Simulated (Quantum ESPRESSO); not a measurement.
A self-consistent single point of Tc3Pd (P-6m2, 4 atoms in the cell) with Quantum ESPRESSO.

Method: PBEsol, SSSP 1.1.2 efficiency (PBE) pseudopotentials (plane waves; Quantum ESPRESSO 7.5).

The change in words: lattice scaled by 0.98. Reference geometry:
```xyz
4
Lattice="2.6889 0.0000 0.0000 -1.3445 2.3287 0.0000 0.0000 0.0000 8.7592" Properties=species:S:1:pos:R:3 pbc="T T T"
Tc     0.0000     0.0000     0.0000
Tc     0.0000     1.5525     6.6197
Tc     0.0000     1.5525     2.1395
Pd     0.0000     0.0000     4.3796
```

Reference input (self-consistent single point, DFT, PBEsol, plane waves, SSSP 1.1.2 efficiency (PBE) pseudopotentials): ecutwfc = 60 Ry; occupations = smearing; smearing = gaussian; degauss = 0.0099958 Ry; input_dft = pbesol; potentials = {Tc: Tc_ONCV_PBE-1.0.oncvpsp.upf, Pd: Pd_ONCV_PBE-1.0.oncvpsp.upf}; K_POINTS = automatic 14 14 4 0 0 0; conv_thr = 1e-09 Ry; mixing_beta = 0.7. This run's input differs from it in these lines:

```diff
@@ -27,5 +27,5 @@
 Tc    0.000000000    0.000000000    0.000000000
-Tc    0.000000000    1.552460116    6.619701992
-Tc    0.000000000    1.552460116    2.139530008
-Pd    0.000000000    0.000000000    4.379616000
+Tc    0.000000000    1.521410790    6.487307680
+Tc    0.000000000    1.521410790    2.096739320
+Pd    0.000000000    0.000000000    4.292023500
 K_POINTS automatic
@@ -33,5 +33,5 @@
 CELL_PARAMETERS angstrom
-   2.688939798     0.000000000     0.000000000
-  -1.344469899     2.328690175     0.000000000
-   0.000000000     0.000000000     8.759232000
+   2.635160787     0.000000000     0.000000000
+  -1.317580393     2.282116184     0.000000000
+   0.000000000     0.000000000     8.584047000
```

Log, with long lists cut:

```
     Self-consistent Calculation

     iteration #  1     ecut=    60.00 Ry     beta= 0.70

     Threshold (ethr) on eigenvalues was too large:
     Diagonalizing with lowered threshold

     total energy              =    -735.84520764 Ry
     estimated scf accuracy    <       0.63939231 Ry

     iteration #  2     ecut=    60.00 Ry     beta= 0.70

     total energy              =    -733.62459743 Ry
     estimated scf accuracy    <      55.19480039 Ry

     iteration #  3     ecut=    60.00 Ry     beta= 0.70

     total energy              =    -736.25339136 Ry
     estimated scf accuracy    <       0.41335382 Ry

   [... 7 blocks of this kind left out ...]

     iteration # 11     ecut=    60.00 Ry     beta= 0.70

     total energy              =    -736.32265317 Ry
     estimated scf accuracy    <          1.9E-09 Ry

     iteration # 12     ecut=    60.00 Ry     beta= 0.70
     End of self-consistent calculation

     the Fermi energy is    25.4251 ev

!    total energy              =    -736.32265317 Ry
     estimated scf accuracy    <          2.4E-11 Ry
     smearing contrib. (-TS)   =      -0.00268340 Ry
     internal energy E=F+TS    =    -736.31996977 Ry

     convergence has been achieved in  12 iterations

     Forces acting on atoms (cartesian axes, Ry/au):

     atom    1 type  1   force =     0.00000000   -0.00000000    0.00000000
     atom    2 type  1   force =     0.00000000   -0.00000000   -0.01629623
     atom    3 type  1   force =     0.00000000    0.00000000    0.01629623
     atom    4 type  2   force =    -0.00000000    0.00000000    0.00000000

     Total force =     0.023046     Total SCF correction =     0.000041

          total   stress  (Ry/bohr**3)                   (kbar)     P=      322.25
   0.00224193  -0.00000000  -0.00000000          329.80       -0.00       -0.00
  -0.00000000   0.00224193   0.00000000           -0.00      329.80        0.00
   0.00000000   0.00000000   0.00208806            0.00        0.00      307.16

   JOB DONE.
```

The run converged in 12 iterations. Against the reference run the free energy goes up by 100 meV/atom, the pressure goes from 8.63 to 32.23 GPa and the largest force goes from 0.154 to 0.419 eV/Å.

The starting cell comes from a database of computed structures (which also holds hypothetical and non-ambient phases and stackings), without a prior relaxation at this level. Its lattice was rescaled by a random factor within 2.5 % of one. For this run, on top of that: lattice scaled by 0.98. Spin polarisation is off. With a pressure of about 32 GPa the cell is away from its equilibrium volume at this level.

Cost on one core of a shared machine: roughly 2 min.
